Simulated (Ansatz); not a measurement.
System: LuMgNO (model structure, started from the LaZnOP type, P4/nmm, No. 129, 8 atoms in the cell). Method: r²SCAN in Ansatz (plane waves, PAW).

Settings: plane-wave cutoff 560 eV, 8×8×4 k mesh (along the axes of the cell as run), Fermi–Dirac smearing 0.01 eV, scalar-relativistic PAW data made under PBE.

Cell (relaxed at this level):

```
CELL_PARAMETERS angstrom
      3.70649     0.00000     0.00000
      0.00000     3.70649     0.00000
      0.00000     0.00000     7.64972
ATOMIC_POSITIONS crystal
  Lu 0.00000 0.50000 0.85614
  Lu 0.50000 0.00000 0.14386
  Mg 0.00000 0.00000 0.50000
  Mg 0.50000 0.50000 0.50000
  N  0.50000 0.00000 0.63039
  N  0.00000 0.50000 0.36961
  O  0.50000 0.50000 0.00000
  O  0.00000 0.00000 0.00000
```

Q: What does this level give for the band gap and bulk modulus B0?

A: 
* **band gap**: 2.06 eV (on the SCF k mesh)
* **bulk modulus B0**: 100 GPa

Note: the bulk modulus is −V dP/dV from two relaxed cells at ±2 % in volume; the relaxation could raise the start's symmetry but not lower it, so the cell can be a saddle point.

Spin–orbit coupling is not included.

Static lattice: no zero-point or thermal effects.

Computing time: about 14 core-minutes (a rough figure).

A model structure was made by putting elements into a prototype or built by hand; it is no filed structure, need not be a known phase, and can be a saddle point held by its symmetry.

Ansatz is a program for electronic structure.
